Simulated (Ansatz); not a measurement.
**Response to strain in CrIr3**

Start from CrIr3 in the Cu3Au type structure (space group Pm-3m, No. 221; ferromagnetic; a cell from a computed database, its experimental status unchecked; relaxed with 0.1 eV smearing).

```
CELL_PARAMETERS angstrom
      3.77728     0.00000     0.00000
      0.00000     3.77728     0.00000
      0.00000     0.00000     3.77728
ATOMIC_POSITIONS crystal
  Cr 0.00000 0.00000 0.00000
  Ir 0.00000 0.50000 0.50000
  Ir 0.50000 0.00000 0.50000
  Ir 0.50000 0.50000 0.00000
```

Cartesian axes are those of the cell as printed.

Strains are applied to the cell and any free atomic positions relax; under stress the whole cell relaxes.

The values are results of PBEsol, PAW, 420 eV (Ansatz, an electronic-structure program; spin-orbit coupling left out), not measurements.

Candidates:
(a) isotropic strain −3.46 %
(b) uniaxial stress, 8 GPa compression along x
(c) tensor shear ε_yz = +0.68 %

Notes on the quantities. energy relative to the base: free energy F.

### Question
Order them by energy relative to the base, lowest first.

### Answer
(c) tensor shear ε_yz = +0.68 % (+2.3 meV/atom), (b) uniaxial stress, 8 GPa compression along x (+5.8 meV/atom), (a) isotropic strain −3.46 % (+180 meV/atom)

Other magnetic orders, which the real material may have, were not ruled out. Stability under load was not tested beyond the relaxation.
